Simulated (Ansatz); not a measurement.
Base system: ZnS in the wurtzite structure (space group P6_3mc, No. 186).

```xyz
4
Lattice="3.7822 0.0000 0.0000 -1.8911 3.2755 0.0000 0.0000 0.0000 6.2077" Properties=species:S:1:pos:R:3 pbc="T T T"
Zn     0.0000     2.1836     0.0026
Zn     1.8911     1.0918     3.1064
S      0.0000     2.1836     2.3253
S      1.8911     1.0918     5.4291
```

Calculations: PBEsol/PAW in Ansatz (a first-principles code), no spin-orbit coupling.

Strains are applied to the cell and any free atomic positions relax.

One change was made to it. Results:

```json
[
 {"quantity": "band gap", "base": "2.15 eV", "after": "2.40 eV"},
 {"quantity": "electron mass", "base": "0.16 mₑ along c, 0.18 mₑ across (at Γ)", "after": "0.16 mₑ along c, 0.19 mₑ across (at Γ)"}
]
```

Problem. Which change produced these results?
A) isotropic strain −2.40 %
B) isotropic strain −1.20 %
C) isotropic strain −1.80 %

Solution. C, isotropic strain −1.80 %. For comparison, the band gap in the other runs: isotropic strain −1.20 % gives 2.32 eV; isotropic strain −2.40 % gives 2.48 eV.

Effective masses come from finite differences of ±0.01 Å⁻¹. Gaps are read on the SCF mesh and a high-symmetry path. Whether these cells are dynamically stable was not tested.
